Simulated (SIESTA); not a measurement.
Checking a run of SIESTA on Mg7Al (P-6m2, 8 atoms in the cell). The aim is a self-consistent single point with DFT, LDA PW92, numerical atomic orbitals TZP, PseudoDojo LDA standard norm-conserving potentials (rewritten from UPF to PSML).

Cell that was meant: a = 6.3107 Å, b = 6.3107 Å, c = 5.0840 Å, α = 90.00°, β = 90.00°, γ = 120.00°.

Part of the input:

```
XC.functional                LDA
XC.authors                   PW92
PAO.BasisSize                TZP
PAO.EnergyShift              0.2 Ry
MeshCutoff                   300 Ry
%block kgrid.MonkhorstPack
    5   0   0  0.0
```

The program printed (abridged):

```
reinit: Reading from file input.fdf

reinit: System Name: Mg7Al
reinit: System Label: siesta

   [... lines left out ...]

outcell: Cell vector modules (Ang)   :    6.310749    6.310749    5.084019
outcell: Cell angles (23,13,12) (deg):     90.0000     90.0000    120.0000
outcell: Cell volume (Ang**3)        :    175.3475
new_DM -- step:     1
Initializing Density Matrix...

Attempting to read DM from file... Failed...
DM filled with atomic data:

InitMesh: MESH = 60 x 60 x 54 = 194400
InitMesh: Mesh cutoff (required, used) =   300.000   311.799 Ry

stepf: Methfessel-Paxton step function
       Using Hermite-Gauss polynomials of order  1
        iscf     Eharris(eV)        E_KS(eV)     FreeEng(eV)     dDmax    Ef(eV) dHmax(eV)
   scf:    1   -11324.346298   -11228.094859   -11228.093300  1.335653  3.028702 14.369260
   scf:    2   -11237.231415   -11233.238221   -11233.245182  0.183650  3.055806  8.863025
   scf:    3   -11236.822945   -11235.184900   -11235.190080  0.130032  2.819232  3.250661
   scf:    4   -11235.766180   -11235.515497   -11235.522357  0.080462  2.577658  0.141092
   scf:    5   -11235.516801   -11235.516414   -11235.522941  0.004670  2.577320  0.051802
   scf:    6   -11235.516890   -11235.516702   -11235.523117  0.002255  2.574461  0.006429
   scf:    7   -11235.517083   -11235.516896   -11235.523157  0.000587  2.573241  0.005953
   scf:    8   -11235.516903   -11235.516900   -11235.523158  0.000248  2.572207  0.006478
   scf:    9   -11235.516922   -11235.516911   -11235.523160  0.000136  2.572421  0.000238
   scf:   10   -11235.516911   -11235.516911   -11235.523160  0.000009  2.572415  0.000223
SCF Convergence by DM+H criterion
max |DM_out - DM_in|         :     0.0000089828
max |H_out - H_in|      (eV) :     0.0002228002
SCF cycle converged after 10 iterations

Using DM_out to compute the final energy and forces

siesta: E_KS(eV) =           -11235.5169

siesta: E_KS - E_eggbox =    -11235.5169

siesta: Atomic forces (eV/Ang):
     1   -0.114452   -0.066079    0.000000
     2    0.000000    0.132157    0.000000
     3    0.114459   -0.066083    0.000000
     4    0.009047   -0.005223   -0.000000
     5   -0.009041   -0.005234   -0.000000
     6    0.000013    0.010446    0.000000
     7    0.000141   -0.000082    0.000000
     8   -0.000001    0.000000   -0.000000
   Tot    0.000168   -0.000098    0.000000
   Max    0.132157
   [... lines left out ...]
siesta: FreeEng =    -11235.523160
   [... lines left out ...]
siesta:     0.000000    0.278621    0.000000
siesta:    -0.000000    0.000000    0.245503

siesta: Cell volume =        175.347515 Ang**3

siesta: Pressure (static):
siesta:                Solid            Molecule  Units
siesta:          -0.00291433         -0.00289821  Ry/Bohr**3
siesta:          -0.26758174         -0.26610105  eV/Ang**3
siesta:        -428.71320780       -426.34088059  kBar
```

**Question.** Is anything amiss in this input, and did it matter?

**Answer.** The run is not sound. The fault is an energy shift that confines the orbitals too tightly. A large shift gives short orbitals and a poorer basis. To fix it, use a small shift. The run converged in 10 iterations without an error; against the sound input the free energy goes up by 14.2 eV/atom, the pressure goes from -1.32 to -42.87 GPa and the largest force goes from 0.010 to 0.132 eV/Å.

An input that runs soundly differs in these lines (not the only fix; some lines may just follow from the change or write a value another way):
```diff
-PAO.EnergyShift              0.2 Ry
+PAO.EnergyShift              0.01 Ry
```

With that input, the run converged in 11 iterations: free energy E − TS -11349.3276 eV; Fermi level (on the code's own zero) -3.28 eV; pressure -1.32 GPa; largest force (vector length) 0.010 eV/Å (DFT, LDA PW92, numerical atomic orbitals TZP, PseudoDojo LDA standard norm-conserving potentials (rewritten from UPF to PSML)).

On the sound input: the starting cell comes from a database of computed structures (which also holds hypothetical and non-ambient phases and stackings), without a prior relaxation at this level. Its lattice was rescaled by a random factor within 2.5 % of one. Values carry the incompleteness of an atom-centred basis.
